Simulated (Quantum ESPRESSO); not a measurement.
A self-consistent single point of YGa (Cmcm, 4 atoms in the cell) with Quantum ESPRESSO.

Computed with LDA (PZ), GBRV 1.5 ultrasoft (LDA) pseudopotentials (plane waves; Quantum ESPRESSO).

```xyz
4
Lattice="2.1930 -5.4916 0.0000 2.1930 5.4916 0.0000 0.0000 0.0000 4.1145" Properties=species:S:1:pos:R:3 pbc="T T T"
Y      2.1930    -3.9642     3.0859
Y      2.1930     3.9642     1.0286
Ga     2.1930    -0.8154     3.0859
Ga     2.1930     0.8154     1.0286
```

Reference input (self-consistent single point, DFT, LDA (PZ), plane waves, GBRV 1.5 ultrasoft (LDA) pseudopotentials): ecutwfc = 50 Ry; ecutrho = 400 Ry; occupations = smearing; smearing = fermi-dirac; degauss = 0.0073499 Ry; potentials = {Y: y_lda_v1.4.uspp.F.UPF, Ga: ga_lda_v1.4.uspp.F.UPF}; K_POINTS = automatic 6 6 6 0 0 0; conv_thr = 1e-09 Ry. This run's input differs from it in these lines:

```diff
@@ -30,3 +30,3 @@
 K_POINTS automatic
-6 6 6  0 0 0
+5 5 5  0 0 0
 CELL_PARAMETERS bohr
```

Output (repeated stretches shortened):

```
     Self-consistent Calculation

     iteration #  1     ecut=    50.00 Ry     beta= 0.70

     total energy              =   -1012.01960242 Ry
     estimated scf accuracy    <       6.34575888 Ry

     iteration #  2     ecut=    50.00 Ry     beta= 0.70

     total energy              =   -1014.93823910 Ry
     estimated scf accuracy    <       6.12268820 Ry

     iteration #  3     ecut=    50.00 Ry     beta= 0.70

     total energy              =   -1015.72855079 Ry
     estimated scf accuracy    <       0.33040771 Ry

   [... 6 blocks of this kind left out ...]

     iteration # 10     ecut=    50.00 Ry     beta= 0.70

     total energy              =   -1015.78676918 Ry
     estimated scf accuracy    <       0.00000003 Ry

     iteration # 11     ecut=    50.00 Ry     beta= 0.70
     End of self-consistent calculation

     the Fermi energy is     9.9652 ev

!    total energy              =   -1015.78676919 Ry
     estimated scf accuracy    <          4.0E-10 Ry
     smearing contrib. (-TS)   =      -0.00760798 Ry
     internal energy E=F+TS    =   -1015.77916121 Ry

     convergence has been achieved in  11 iterations

     Forces acting on atoms (cartesian axes, Ry/au):

     atom    1 type  1   force =     0.00000000   -0.00309334   -0.00000000
     atom    2 type  1   force =     0.00000000    0.00309334    0.00000000
     atom    3 type  2   force =     0.00000000   -0.00178228    0.00000000
     atom    4 type  2   force =     0.00000000    0.00178228    0.00000000

     Total force =     0.005049     Total SCF correction =     0.000050

          total   stress  (Ry/bohr**3)                   (kbar)     P=      -66.81
  -0.00044795  -0.00000000   0.00000000          -65.90       -0.00        0.00
   0.00000000  -0.00043744   0.00000000            0.00      -64.35        0.00
   0.00000000   0.00000000  -0.00047703            0.00        0.00      -70.17

   JOB DONE.
```

The run converged in 11 iterations. Against the reference run the free energy hardly moves (within 1 meV/atom), the pressure moves little (-6.61 to -6.68 GPa) and the largest force goes from 0.086 to 0.080 eV/Å.

The starting cell comes from a database of computed structures (which also holds hypothetical and non-ambient phases and stackings), without a prior relaxation at this level. Its lattice was rescaled by a random factor within 2.5 % of one. With a pressure of about -7 GPa the cell is away from its equilibrium volume at this level.

Cost on one core of a shared machine: roughly 3 min.
